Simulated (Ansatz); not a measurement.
Consider O vacancy in rock-salt MgO strained by -1.5 % along x and y, z held, charge state +2. Calculation: PBE, PAW (plane waves to 420 eV; Ansatz, a program for electronic structure).

64-site cell at the strained lattice (strain from the relaxed PBE one, atoms relaxed), a 2×2×2 k-point mesh shifted by half a step, smearing 0.01 eV, spin-restricted, no finite-size correction. Energies are static. The charge state is imposed; whether it is stable for some Fermi level was not computed. Forms of the defect that were not tried may lie lower.

The step: one O atom jumps into the vacancy from a nearby O site; the atom moves 2.85 Å along (0.00, 0.48, 0.48) of the unit cell; the moving atom starts with neighbours Mg at 2.06, Mg at 2.09, 2 Mg at 2.10, Mg at 2.14, Mg at 2.18 Å and ends with Mg at 2.06, Mg at 2.09, 2 Mg at 2.10, Mg at 2.14, Mg at 2.18 Å.

Give the migration barrier of this step at the level PBE, PAW.

2.26 eV, the same both ways. At the saddle the moving atom has neighbours 2 Mg at 1.81 Å. The saddle point's order was not checked, and it lies on a symmetry element of the cell, where a band can be held.
